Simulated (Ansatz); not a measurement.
# CO on the 1x1 (111) surface of fcc Cu, one in a 2x2 cell, started at the site 'bridge Cu-Cu (span 2.6 Å)'

Computed with r2SCAN, at the PBE geometry (plane waves to 500 eV, PAW; Ansatz, an electronic-structure program).

Model: 18-atom slab, 6.2 Å thick at the start under the adsorbate (thin: gaps and levels are the slab's own), 6x6x1 mesh, Fermi-Dirac 0.1 eV, dipole correction, single point; on the structure that PBE left under its start's symmetry; no spin, no spin-orbit, no U, no dispersion correction. At the end it is bonded to 3 Cu. In PBE it is, or lies within 0.03 eV of, the lowest of the starts that converged; the order may differ at this level.

The adsorption energy against CO(g) at the same level comes out as -0.87 eV, the work function of the top face is 5.51 eV and the change of the work function comes out as 0.71 eV. The change of the step from the bottom to the top vacuum level, against the clean slab comes out as 0.69 eV and the height of the binding atom over the mean of the host atoms within 0.3 Å of the top one is 2.726 bohr. The nearest host atoms of the binding atom is Cu at 2.05 Å, Cu at 2.05 Å, Cu at 2.05 Å and the note is the adsorbate left its starting site by 0.7 Å. The cost is very roughly 5 core-minutes.

A negative adsorption energy means that the adsorbate is more stable on the surface than in its reference.
